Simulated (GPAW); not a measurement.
**A self-consistent single point of Hf3Co (Pm-3m, 4 atoms in the cell) with GPAW**

Level of theory: LDA (Perdew-Wang 92), GPAW PAW datasets LDA (gpaw-data 1.0.1) (plane waves; GPAW).

The input file:

```python
from ase import Atoms
from ase.units import GPa
from gpaw import GPAW

atoms = Atoms(['Hf', 'Hf', 'Hf', 'Co'],
              cell=[[4.242270, 0.000000, 0.000000],
                    [0.000000, 4.242270, 0.000000],
                    [0.000000, 0.000000, 4.242270]],
              scaled_positions=[[0.000000, 0.500000, 0.500000],
                                [0.500000, 0.000000, 0.500000],
                                [0.500000, 0.500000, 0.000000],
                                [0.000000, 0.000000, 0.000000]],
              pbc=True)

atoms.set_initial_magnetic_moments([0.0, 0.0, 0.0, 3.0])

calc = GPAW(spinpol=True,
            mode={'name': 'pw', 'ecut': 800},
            xc='LDA',
            kpts={'size': (6, 6, 6), 'gamma': True},
            occupations={'name': 'methfessel-paxton', 'width': 0.1, 'order': 0},
            nbands=-12,
            convergence={'density': 1e-05, 'energy': 1e-05},
            symmetry={'symmorphic': False, 'tolerance': 0.0005},
            maxiter=150)

atoms.calc = calc

energy = atoms.get_potential_energy()
print('Energy (eV):', round(energy, 6))
forces = atoms.get_forces()
print('Forces (eV/Ang):')
print(forces.round(5))
stress = atoms.get_stress()
print('Stress (GPa, Voigt):', (stress / GPa).round(4))
```

The program printed (abridged):

```
Input parameters:
  convergence: {density: 1e-05,
                energy: 1e-05}
  kpts: {gamma: True,
         size: (6, 6, 6)}
  maxiter: 150
  mode: {ecut: 800,
         name: pw}
  nbands: -12
  occupations: {name: methfessel-paxton,
                order: 0,
                width: 0.1}
  spinpol: True
  symmetry: {symmorphic: False,
             tolerance: 0.0005}

species:
  Hf:
    name: Hafnium
    Z: 72.0
    valence: 12
    core: 60
    charge: 0.0
    file: Hf.LDA.gz

    # Using partial waves for Hf as LCAO basis

  Co:
    name: Cobalt
    Z: 27.0
    valence: 9
    core: 18
    charge: 0.0
    file: Co.LDA.gz

    # Using partial waves for Co as LCAO basis

Reference energy: -1266762.252169  # eV

Spin-polarized calculation.
Initial magnetic moment: 3.000000

Convergence criteria:
 Maximum [total energy] change in last 3 cyles: 1e-05 eV / valence electron
 Maximum integral of absolute [dens]ity change: 1e-05 electrons / valence electron
 Maximum integral of absolute [eigenst]ate change: 4e-08 eV^2 / valence electron
 Maximum number of scf [iter]ations: 150

Symmetries present (total): 48
Symmetries with fractional translations: 0
216 k-points: 6 x 6 x 6 Monkhorst-Pack grid + [1/12,1/12,1/12]
20 k-points in the irreducible part of the Brillouin zone
       k-points in crystal coordinates                weights
   0:     0.00000000    0.00000000    0.00000000          1/216
   1:     0.16666667    0.00000000    0.00000000          6/216
   2:     0.16666667    0.16666667    0.00000000         12/216
   [... 7 lines left out ...]
          ...
  19:     0.50000000    0.50000000    0.50000000          1/216

Wave functions: Plane wave expansion
  Cutoff energy: 800.000 eV
  Number of coefficients (min, max): 3887, 3948
  Pulay-stress correction: 0.000000 eV/Ang^3 (de/decut=0.000000)

Occupation numbers: Methfessel-Paxton:
  width: 0.1000  # eV
  order: 0

Eigensolver

Densities:
  Coarse grid: 28*28*28 grid
  Fine grid: 56*56*56 grid
  Total Charge: 0.000000

Density mixing:
  Method: difference
  Backend: pulay
  Linear mixing parameter: 0.05
  old densities: 5
  Damping of long wavelength oscillations: 50

Hamiltonian:
  XC and Coulomb potentials evaluated on a 56*56*56 grid
  External potential:
    NoExternalPotential

Number of atoms: 4
Number of atomic orbitals: 48
Number of bands in calculation: 36
Number of valence electrons: 45
Bands to converge: occupied

Density initialized from atomic densities
  36 bands from LCAO basis set

Atomic positions and initial magnetic moments

Positions:
   0 Hf     0.000000    2.121135    2.121135    ( 0.0000,  0.0000,  0.0000)
   1 Hf     2.121135    0.000000    2.121135    ( 0.0000,  0.0000,  0.0000)
   2 Hf     2.121135    2.121135    0.000000    ( 0.0000,  0.0000,  0.0000)
   3 Co     0.000000    0.000000    0.000000    ( 0.0000,  0.0000,  3.0000)

Unit cell:
           periodic     x           y           z      points  spacing
  1. axis:    yes    4.242270    0.000000    0.000000    28     0.1515
  2. axis:    yes    0.000000    4.242270    0.000000    28     0.1515
  3. axis:    yes    0.000000    0.000000    4.242270    28     0.1515

  Lengths:   4.242270   4.242270   4.242270
  Angles:   90.000000  90.000000  90.000000

Effective grid spacing dv^(1/3) = 0.1515

     iter     time        total  log10-change:  magmom
                         energy   eigst   dens
iter:   1 --:--:--   -34.395559                   +3.0062
iter:   2 --:--:--   -34.245652   -0.82  -1.30    +1.7187
iter:   3 --:--:--   -34.186499   -1.34  -1.36    +1.0833
iter:   4 --:--:--   -37.989666   -0.61  -1.43    +0.9591
iter:   5 --:--:--   -33.996450   -0.79  -1.25    +0.9015
iter:   6 --:--:--   -33.962772   -1.72  -1.83    +0.9964
   [... 16 lines left out ...]
iter:  23 --:--:--   -33.843276   -5.26  -2.64    +0.0053
iter:  24 --:--:--   -33.845709   -4.62  -2.63    +0.0135
iter:  25 --:--:--   -33.843089   -5.09  -2.50    +0.0112
iter:  26 --:--:--   -33.840661   -4.29  -2.67    +0.0059
iter:  27 --:--:--   -33.840706   -5.66  -3.21    +0.0036
iter:  28 --:--:--   -33.840693c  -6.44  -3.15    +0.0019
iter:  29 --:--:--   -33.840575c  -4.76  -3.18    +0.0006
iter:  30 --:--:--   -33.840456c  -5.64  -3.27    +0.0004
iter:  31 --:--:--   -33.840444c  -6.01  -3.47    +0.0002
iter:  32 --:--:--   -33.840438c  -5.77  -3.55    +0.0001
iter:  33 --:--:--   -33.840438c  -6.92  -4.23    +0.0001
iter:  34 --:--:--   -33.840438c  -8.46c -4.30    +0.0001
iter:  35 --:--:--   -33.840437c  -7.33  -4.32    +0.0000
iter:  36 --:--:--   -33.840439c  -7.08  -4.35    +0.0000
iter:  37 --:--:--   -33.840438c  -7.61c -4.40    +0.0001
iter:  38 --:--:--   -33.840439c  -8.08c -4.91    +0.0000
iter:  39 --:--:--   -33.840439c  -9.12c -4.98    +0.0000
iter:  40 --:--:--   -33.840439c  -8.94c -5.15c   +0.0000

Converged after 40 iterations.

Dipole moment: (0.000000, -0.000000, -0.000000) |e|*Ang

Total magnetic moment: (0.000000, 0.000000, 0.000010)
Local magnetic moments:
   0 Hf ( 0.000000,  0.000000,  0.000001)
   1 Hf ( 0.000000,  0.000000,  0.000001)
   2 Hf ( 0.000000,  0.000000,  0.000001)
   3 Co ( 0.000000,  0.000000,  0.000006)

Energy contributions relative to reference atoms: (reference = -1266762.252169)

Kinetic:        +17.231134
Potential:      -15.142011
External:        +0.000000
XC:             -34.373793
Entropy (-ST):   -0.035403
Local:           -1.538067
SIC:             +0.000000
--------------------------
Free energy:    -33.858140
Extrapolated:   -33.840439

Spin contamination: 0.000000 electrons
Showing only first 2 kpts
                      Up                     Down
 Kpt  Band  Eigenvalues  Occupancy  Eigenvalues  Occupancy
  0    20      9.50880    0.89326      9.50880    0.89325
  0    21      9.50880    0.89326      9.50880    0.89325
  0    22     10.33194    0.00000     10.33194    0.00000
  0    23     10.33194    0.00000     10.33194    0.00000

  1    20      9.56360    0.68049      9.56360    0.68047
  1    21      9.56360    0.68049      9.56360    0.68047
  1    22      9.92678    0.00000      9.92678    0.00000
  1    23     10.41910    0.00000     10.41911    0.00000

Fermi level: 9.59677

No gap
No difference between direct/indirect transitions
Energy (eV): -33.840439

Forces in eV/Ang:
  0 Hf   -0.00000   -0.00000    0.00000
  1 Hf    0.00000   -0.00000    0.00000
  2 Hf    0.00000    0.00000   -0.00000
  3 Co    0.00000   -0.00000    0.00000

Stress tensor:
     0.060618    -0.000000     0.000000
    -0.000000     0.060618     0.000000
     0.000000     0.000000     0.060618
Stress (GPa, Voigt): [ 9.712  9.712  9.712  0.     0.    -0.   ]
```

The run converged in 40 iterations. GPAW prints stress with tension positive.

The starting cell comes from a database of computed structures (which also holds hypothetical and non-ambient phases and stackings), without a prior relaxation at this level. Spin-orbit coupling is off. The starting moments vanished: the run ended non-magnetic, which need not be the lowest state. With a pressure of about -10 GPa the cell is away from its equilibrium volume at this level.

Cost on one core of a shared machine: roughly 3 min.
